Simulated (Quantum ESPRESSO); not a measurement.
Quantum ESPRESSO run on Au3S (P1, 8 atoms in the cell): self-consistent single point.

Method of the run: LDA (PZ), GBRV 1.5 ultrasoft (LDA) pseudopotentials (plane waves; Quantum ESPRESSO).

The change in words: atoms moved at random. Reference geometry:
```
Au3S
1.0
    5.75784     0.00000     0.00000
   -2.87892     4.98643     0.00000
    0.00000     0.00000     4.71797
S Au
2 6
Direct
  0.66667   0.33333   0.25000
  0.33333   0.66667   0.75000
  0.33253   0.16626   0.75000
  0.66747   0.83374   0.25000
  0.16626   0.33253   0.25000
  0.83374   0.66747   0.75000
  0.83374   0.16626   0.75000
  0.16626   0.83374   0.25000
```

Reference input (self-consistent single point, DFT, LDA (PZ), plane waves, GBRV 1.5 ultrasoft (LDA) pseudopotentials): ecutwfc = 40 Ry; ecutrho = 320 Ry; occupations = smearing; smearing = gauss; degauss = 0.0099958 Ry; potentials = {S: s_lda_v1.4.uspp.F.UPF, Au: au_lda_v1.uspp.F.UPF}; K_POINTS = automatic 5 5 5 0 0 0; conv_thr = 1e-11 Ry. This run's input differs from it in these lines:

```diff
@@ -25,14 +25,14 @@
 CELL_PARAMETERS bohr
-  10.880732841     0.000000000     0.000000000
-  -5.440366421     9.422991052     0.000000000
+  10.880733110     0.000000000     0.000000000
+  -5.440366555     9.422990819     0.000000000
    0.000000000     0.000000000     8.915665495
 ATOMIC_POSITIONS alat
-S     0.500000000    0.288675135    0.204849839
-S     0.000000000    0.577350269    0.614549518
-Au    0.249397500    0.143989714    0.614549518
-Au    0.250602500    0.722035690    0.204849839
-Au    0.000000000    0.287979427    0.204849839
-Au    0.500000000    0.578045976    0.614549518
-Au    0.750602500    0.143989714    0.614549518
-Au   -0.250602500    0.722035690    0.204849839
+S     0.503366000    0.296540940    0.209367183
+S     0.004596500    0.576600551    0.609207838
+Au    0.255724000    0.131346602    0.618878389
+Au    0.251382500    0.732758780    0.204090251
+Au   -0.002489500    0.293586927    0.206354251
+Au    0.500242000    0.568659965    0.611796321
+Au    0.743168500    0.142110432    0.605020708
+Au   -0.255991000    0.722497246    0.212882406
 K_POINTS automatic
```

The program printed (abridged):

```
     Self-consistent Calculation

     iteration #  1     ecut=    40.00 Ry     beta= 0.70

     Threshold (ethr) on eigenvalues was too large:
     Diagonalizing with lowered threshold

     total energy              =    -737.21663681 Ry
     estimated scf accuracy    <       0.52661917 Ry

     iteration #  2     ecut=    40.00 Ry     beta= 0.70

     total energy              =    -737.29445512 Ry
     estimated scf accuracy    <       0.97577759 Ry

     iteration #  3     ecut=    40.00 Ry     beta= 0.70

     total energy              =    -737.47768659 Ry
     estimated scf accuracy    <       0.03447762 Ry

   [... 12 blocks of this kind left out ...]

     iteration # 16     ecut=    40.00 Ry     beta= 0.70

     total energy              =    -737.48780466 Ry
     estimated scf accuracy    <          3.0E-11 Ry

     iteration # 17     ecut=    40.00 Ry     beta= 0.70
     End of self-consistent calculation

     the Fermi energy is    13.4167 ev

!    total energy              =    -737.48780466 Ry
     estimated scf accuracy    <          3.9E-12 Ry
     smearing contrib. (-TS)   =      -0.00223462 Ry
     internal energy E=F+TS    =    -737.48557003 Ry

     convergence has been achieved in  17 iterations

     Forces acting on atoms (cartesian axes, Ry/au):

     atom    1 type  1   force =    -0.00160930    0.00312273   -0.00230926
     atom    2 type  1   force =     0.00374190   -0.00295214    0.00122246
     atom    3 type  2   force =    -0.01544523    0.00422418    0.00599778
     atom    4 type  2   force =    -0.00517525   -0.00931103   -0.01017340
     atom    5 type  2   force =     0.00727259    0.00062811   -0.00659519
   [... lines left out ...]

     Total force =     0.036418     Total SCF correction =     0.000009

          total   stress  (Ry/bohr**3)                   (kbar)     P=      -35.87
  -0.00026546   0.00000897  -0.00002077          -39.05        1.32       -3.06
   0.00000897  -0.00024194   0.00000985            1.32      -35.59        1.45
  -0.00002077   0.00000985  -0.00022412           -3.06        1.45      -32.97

   JOB DONE.
```

The run converged in 17 iterations. Against the reference run the free energy rises by 5.7 meV/atom, the pressure goes from -3.91 to -3.59 GPa and the largest force goes from 0.014 to 0.513 eV/Å.

The starting cell comes from a database of computed structures (which also holds hypothetical and non-ambient phases and stackings), without a prior relaxation at this level. Its lattice was rescaled by a random factor within 2.5 % of one. For this run, on top of that: atoms moved at random. With a pressure of about -4 GPa the cell is away from its equilibrium volume at this level. The run gives no clean gap (levels at the Fermi energy touch, overlap or are partly filled at this smearing), which alone does not show that the compound is a metal.

Cost on one core of a shared machine: roughly 6 min.
